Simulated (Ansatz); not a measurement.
Spacing of the highest filled and lowest empty level at the zone centre in eight small model glasses of hand-chosen composition and density, fast-quenched (anions pushed apart in CHGNet runs), each at its PBE geometry, by PBE and by HSE06 (Ansatz, a quantum-chemistry and plane-wave program, plane waves, PAW). The cells are the first eight to finish that balance their formal charges, show no moments and no lower geometry on charging where those were tested, and have a gap at both levels; defect levels can set the spacings, and exact exchange is cut at the cells' faces.

```csv
cell,quench by,pressure (GPa),levels at the gap,PBE (eV),"experiment, tabulated (eV)"
Al28O43Li2,CHGNet,0.0,localised at the filled edge,3.62,-
Ga24O39B2,CHGNet,1.4,localised at the filled edge,1.00,-
Si24O49Li2,CHGNet,1.2,localised at the filled edge,4.58,-
Si24O53Ta2,CHGNet,0.0,localised at both edges,3.03,-
Ga24O39W,CHGNet,0.1,localised at the filled edge,1.75,-
Ga24O41P2,CHGNet,-0.1,localised at the filled edge,1.31,-
In9Ga9Zn9O39B2,CHGNet,0.4,localised at the filled edge,0.58,-
Si20Al32O88,CHGNet,4.1,localised at the filled edge,3.81,-
```

Task: What does HSE06 give, and how does it move these values against PBE?

Result: Al28O43Li2 5.32, Ga24O39B2 2.66, Si24O49Li2 6.28, Si24O53Ta2 4.63, Ga24O39W 3.42, Ga24O41P2 2.96, In9Ga9Zn9O39B2 2.07, Si20Al32O88 5.56 eV. It raises them by +1.49 to +1.76 eV, +1.66 eV on average. A straight line through the eight gives HSE06 = 1.04 × PBE +1.57 eV, with a scatter of 0.06 eV.
